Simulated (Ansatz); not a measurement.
ZrTa (model structure, Fm-3m, No. 225, 2 atoms in the cell) was calculated with LDA (Ansatz, a quantum-chemistry and plane-wave program, plane waves, PAW).

The run printed, among other lines:

```
WARN output.stress: scf.convergence.dr2_threshold = 1e-7 eV (the SCF's general default) is looser than the 2e-10 eV advised for a printed stress (1e-10 eV for …
Relaxation: its limit of steps is 80 (relax.max_steps)
Crystal: 2 atoms, lattice volume = 41.226 Å³
Basis set: ecut = 520 eV, 1067 PW (Γ), exchange–correlation on 60×60×60 points (8 copies of the dense FFT grid, shifted against one another)
Bands: 17, of which v1, the nominal top of the filled ones, is band 13 counted from 1 (12 counted from 0)
Symmetry: 48 space group operations
Space group: Fm-3m (ITA 225), of the structure as read, at distance tolerance 3.5e-5 Å
k-points: 195 of 5832
Functional: x = slater, c = lda
SCF iter   1: F=—  HF=-13757.821607 eV  |F-HF|=—  |Δ(HF+E_count)|=         —  Δρ=1.08e-2  dr2=7.74e-2
SCF iter   2: F=—  HF=-13757.805766 eV  |F-HF|=—  |Δ(HF+E_count)|=   1.58e-2  Δρ=4.82e-3  dr2=1.23e-2
  ...
SCF iter   5: F=—  HF=-13757.801705 eV  |F-HF|=—  |Δ(HF+E_count)|=   4.93e-6  Δρ=5.44e-5  dr2=7.03e-7
SCF iter   6: F=-13757.801705 eV  HF=-13757.801705 eV  |F-HF|=3.04e-8  |Δ(HF+E_count)|=   2.81e-7  Δρ=1.18e-5  dr2=6.29e-8
SCF 1 converged in 6 iterations: F = -13757.801705 eV  dr2 = 6.29e-8
relax step   1: F+E_penalty+E_count = -13757.80170511 eV  Δ(F+E_penalty+E_count) = +0.000e0 eV  max|allowed force component| = 2.021e-29 eV/Å  Δτ_max = 0.0000 Å  (6 SCF iters, accepted)
SCF converged after 6 iterations
Free energy (F): -13757.801705 eV
Internal energy: -13757.775616 eV  (E = F + TS)
E sigma→0 (E₀):  -13757.788661 eV
Fermi energy:    15.511791 eV
--- Forces (eV/Å), atoms counted from 1 ---
  atom   1  Ta    -0.00000000     0.00000000     0.00000000
  atom   2  Zr     0.00000000    -0.00000000     0.00000000
--- Stress (GPa, compression-positive) ---
        2.363357      -0.000000      -0.000000
       -0.000000       2.363357      -0.000000
        0.000000       0.000000       2.363357
  P = ⅓ Tr σ = 2.3634 GPa (23.634 kbar)
```

Task: Write an input file that could have produced this run (the log leaves some choices open).

Result: Several could match; the one computed here: 
Ansatz 0.2 input:
```yaml
crystal:
  lattice:
    - [0.0, 2.7418742772, 2.7418742772]
    - [2.7418742772, 0.0, 2.7418742772]
    - [2.7418742772, 2.7418742772, 0.0]
  atoms:
    - { symbol: Ta, position: [0.0, 0.0, 0.0] }
    - { symbol: Zr, position: [0.5, 0.5, 0.5] }
basis:
  ecutwfc: 520
  ecutrho_ratio: 4
  xc_grid: 2
kpoints:
  mp_grid: { grid: [18, 18, 18] }
hamiltonian:
  xc: lda
  dispersion: none
  pseudopotentials: { kind: paw }
scf:
  occupations: { method: fermi_dirac, width: 0.05 }
output:
  forces: true
  stress: true
  eigenvalues: true
relax:
  f_tol: 0.004
  escape_saddle: false
  max_steps: 80
```

The cell is one volume of an energy–volume scan, off the minimum.

The PAW data were made under PBE.

Note: the relaxation could raise the start's symmetry but not lower it, so the cell can be a saddle point.

Cost on a shared machine: very roughly 11 core-seconds.

A model structure was made by putting elements into a prototype or built by hand; it is no filed structure, need not be a known phase, and can be a saddle point held by its symmetry.
